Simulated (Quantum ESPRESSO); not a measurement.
## Variants of one calculation on PbTe (Fm-3m, 2 atoms in the cell)

Space group Fm-3m (No. 225); a = b = c = 6.4600 Å, α = β = γ = 90.00°

| atom | site | symmetry | x | y | z |
|---|---|---|---|---|---|
| Te | 4b | m-3m | 0.5000 | 0.5000 | 0.5000 |
| Pb | 4a | m-3m | 0.0000 | 0.0000 | 0.0000 |
(The calculation used a cell of 2 atoms; values per cell refer to that cell.)

Base run A: LDA (PW92), PseudoDojo standard norm-conserving (LDA) pseudopotentials (Quantum ESPRESSO), self-consistent single point.

Its settings: ecutwfc = 85 Ry; occupations = smearing; smearing = gaussian; degauss = 0.00147 Ry; potentials = {Te: Te.upf, Pb: Pb.upf}; K_POINTS = automatic 5 5 5 0 0 0; conv_thr = 1e-10 Ry; mixing_beta = 0.7.

The starting cell has typed, rounded lattice constants, without a prior relaxation at this level. A gap is left out here, as mesh or smearing make it unsure.

ΔF is the free energy per atom less that of run A. A dash stands where there is no value to compare (another energy zero or no entropy term, no result, no spin, no clean gap, or a mesh too coarse for one). Total energies depend on the potentials, the functional and any Hubbard or dispersion term, so they are compared only between runs that share all of them.

```csv
run,change,ΔF (meV/atom),pressure (GPa),k-points
A,base,0.00,-1.72,10
B,conv_thr: 1e-10 Ry → 7.3e-05 Ry,0.04,-2.07,10
C,input_dft: default → rvv10; potentials: PseudoDojo standard norm-conserving (PBE) [rVV10],–,2.77,10
D,ecutrho: default → 1020 Ry,0.00,-1.72,10
E,nosym: default → true,0.00,-1.72,63
F,ecutwfc: 85 Ry → 170 Ry,-0.98,-1.71,10
G,lattice scaled by 0.97,7.6,2.91,10
H,mixing_beta: 0.7 → 0.5; mixing_mode: default → plain,0.00,-1.72,10
```

Run G against A: The free energy rises by 7.6 meV/atom and the pressure goes from -1.72 to 2.91 GPa.

Run C against A: The pressure goes from -1.72 to 2.77 GPa.

Run B against A: The free energy is nearly the same (within 1 meV/atom) and the pressure goes from -1.72 to -2.07 GPa.
